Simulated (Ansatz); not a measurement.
System: cubic perovskite BaZrO₃. Method: PBE-D4 (Ansatz, an electronic-structure program, plane waves, PAW).

Input:

Ansatz 0.2 input:
```yaml
crystal:
  lattice:
    - [4.2895284076, 0.0, 0.0]
    - [0.0, 4.2895284076, 0.0]
    - [0.0, 0.0, 4.2895284076]
  atoms:
    - { symbol: Ba, position: [0.0, 0.0, 0.0] }
    - { symbol: Zr, position: [0.5, 0.5, 0.5] }
    - { symbol: O, position: [0.5, 0.0, 0.5] }
    - { symbol: O, position: [0.0, 0.5, 0.5] }
    - { symbol: O, position: [0.5, 0.5, 0.0] }
basis:
  ecutwfc: 520
  ecutrho_ratio: 4
  xc_grid: 2
kpoints:
  mp_grid: { grid: [8, 8, 8] }
hamiltonian:
  xc: pbe
  dispersion: d4
  pseudopotentials: { kind: paw }
scf:
  occupations: { method: fermi_dirac, width: 0.01 }
  convergence: { dr2_threshold: 0.0000000005 }
output:
  forces: true
  stress: true
  eigenvalues: true
```

Task: How many irreducible k-points, plane waves at Γ does the program set up, and what pressure does the run end with?

Result: 35 irreducible k-points, 2103 plane waves at Γ; P = -7.88 GPa, so the cell is stretched on average and its volume would shrink at this level.

Excerpt of the program's output:

```
Crystal: 5 atoms, lattice volume = 78.928 Å³
Basis set: ecut = 520 eV, 2103 PW (Γ), exchange–correlation on 64×64×64 points (8 copies of the dense FFT grid, shifted against one another)
Bands: 25, of which v1, the nominal top of the filled ones, is band 20 counted from 1 (19 counted from 0)
Symmetry: 48 space group operations
Space group: Pm-3m (ITA 221), of the structure as read, at distance tolerance 4.3e-5 Å
k-points: 35 of 512
Functional: x = pbe(κ = 0.804, μ = 0.2195149727645171), c = pbe(β = 0.06672455060314922)
SCF iter   1: F=—  HF=-11845.578891 eV  |F-HF|=—  |Δ(HF+E_count)|=         —  Δρ=8.89e-4  dr2=1.28e-4
SCF iter   2: F=—  HF=-11845.578836 eV  |F-HF|=—  |Δ(HF+E_count)|=   5.58e-5  Δρ=6.16e-4  dr2=1.71e-4
  ...
SCF iter   8: F=—  HF=-11845.578339 eV  |F-HF|=—  |Δ(HF+E_count)|=   6.28e-9  Δρ=1.40e-6  dr2=1.83e-9
SCF iter   9: F=-11845.578339 eV  HF=-11845.578339 eV  |F-HF|=8.73e-11  |Δ(HF+E_count)|=  4.67e-10  Δρ=3.18e-7  dr2=9.45e-11
SCF 1 converged in 9 iterations: F = -11845.578339 eV  dr2 = 9.45e-11
SCF converged after 9 iterations
Free energy (F): -11845.578339 eV
Internal energy: -11845.578339 eV  (E = F + TS)
E sigma→0 (E₀):  -11845.578339 eV
Fermi energy:    10.487909 eV
--- Forces (eV/Å), atoms counted from 1 ---
  atom   1  Ba    -0.00000000     0.00000000    -0.00000000
  atom   2  Zr     0.00000000     0.00000000     0.00000000
  atom   3  O      0.00000000    -0.00000000    -0.00000000
  atom   4  O      0.00000000     0.00000000     0.00000000
  atom   5  O      0.00000000    -0.00000000     0.00000000
--- Stress (GPa, compression-positive) ---
       -7.876474       0.000000       0.000000
        0.000000      -7.876474       0.000000
        0.000000       0.000000      -7.876474
  P = ⅓ Tr σ = -7.8765 GPa (-78.765 kbar)
```

The cell is one volume of an energy–volume scan, off the minimum.
